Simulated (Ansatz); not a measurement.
**Sb (model structure, I-43m, No. 217, 4 atoms in the cell): properties by level of theory**

| level (code) | lattice constant a (Å) | cohesive energy (eV/atom) |
|---|---|---|
| LDA (Ansatz) | 6.573 | ___ |
| PBE (Ansatz) | 7.079 | 2.46 |
| PBEsol (Ansatz) | 6.670 | ___ |
| r²SCAN (Ansatz) | ___ | ___ |

### Question
Some entries are withheld; supply them.

### Answer

- LDA (Ansatz, a program for electronic structure), cohesive energy (eV/atom): 3.31
- PBEsol (Ansatz), cohesive energy (eV/atom): 2.79
- r²SCAN (Ansatz), lattice constant a (Å): 7.110
- r²SCAN (Ansatz), cohesive energy (eV/atom): 2.31

Ansatz's density-functional and Hartree–Fock values are scalar-relativistic unless marked +SOC, with PAW data made under PBE.

Free atoms are spin-polarised, in the lowest state found; at levels without +SOC their spin–orbit coupling is left out.

Computed values are for the static lattice.

A model structure was made by putting elements into a prototype or built by hand; it is no filed structure, need not be a known phase, and can be a saddle point held by its symmetry.
